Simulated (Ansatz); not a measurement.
Hypothetical diamond Sc: pressure series

Take Sc in the diamond structure (space group Fd-3m, No. 227; a = 6.2578 Å; a hypothetical phase, not in the database extracts checked) as the base.

Cell and atoms are relaxed at each pressure.

Method: Ansatz (a quantum-chemistry and plane-wave program), PBEsol, PAW, cutoff 420 eV, spin-orbit coupling left out.

Two rows of this table had their results exchanged by mistake.

```tsv
pressure	volume per atom (Å³)	shortest distance (Å)	band gap
pressure −1 GPa	33.43	2.790	zero
pressure 0.3 GPa	30.10	2.694	zero
pressure 0.7 GPa	29.44	2.674	zero
pressure 1.5 GPa	20.84	2.383	zero
pressure 3 GPa	24.23	2.506	zero
pressure 5 GPa	27.88	2.626	zero
pressure 7.5 GPa	19.26	2.322	zero
pressure 10 GPa	18.23	2.279	zero
```

Problem. Which two?

Solution. The rows for pressure 1.5 GPa and pressure 5 GPa: the volume has to fall steadily with pressure, so 27.88 Å³ belongs to pressure 1.5 GPa and 20.84 Å³ to pressure 5 GPa.

Load acts through the strain it causes; cell and atoms are relaxed under it. Whether these cells are dynamically stable was not tested. No other phases were tried under pressure. All final runs are without spin polarisation. Sc has a high density of states at the Fermi level and may be magnetic at this level.
